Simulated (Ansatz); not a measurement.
# Al2Cu: response to strain

The parent structure is Al$_{2}$Cu (space group I4/mcm, No. 140; a = 6.0062 Å, c = 4.7905 Å). Axes: x, y, z lie along a, b, c of the conventional cell.

Strains are applied to the cell and any free atomic positions relax; under biaxial strain the out-of-plane vector relaxes too; under stress the whole cell relaxes.

Method: r2SCAN (Ansatz, a program for electronic structure; PAW; 500 eV plane waves; scalar-relativistic without spin-orbit coupling), earlier PAW set.

Notes on the quantities. energy relative to the base: free energy F; pressure: mean of the normal stresses, compression positive.

```csv
change,energy relative to the base,pressure,volume per atom
base,0 meV/atom,0.0 GPa,14.40 Å³
"biaxial strain −1.52 %, plane normal [001], relaxed out of plane",+4.7 meV/atom,1.9 GPa,14.18 Å³
"biaxial strain +1.79 %, plane normal [001], relaxed out of plane",+6.5 meV/atom,-2.6 GPa,14.76 Å³
isotropic strain +1.22 %,+6.6 meV/atom,-3.8 GPa,14.93 Å³
isotropic strain +5.89 %,+130 meV/atom,-13.1 GPa,17.10 Å³
uniaxial strain ε_yy = −0.84 %,+0.6 meV/atom,1.0 GPa,14.28 Å³
uniaxial strain ε_zz = −2.70 %,+7.3 meV/atom,3.4 GPa,14.01 Å³
"uniaxial stress, 0.5 GPa tension along x",+0.1 meV/atom,–,14.42 Å³
"uniaxial stress, 8 GPa compression along z",+12 meV/atom,–,14.11 Å³
```

A biaxial case was relaxed in a doubled cell and then solved in the primitive one. Without a gap, meshes like the base's 12×12×12 leave anisotropic stresses uncertain by several tenths of a GPa, and small strain energies with them. Stability under load was not tested beyond the relaxation. The final runs are not spin-polarised.
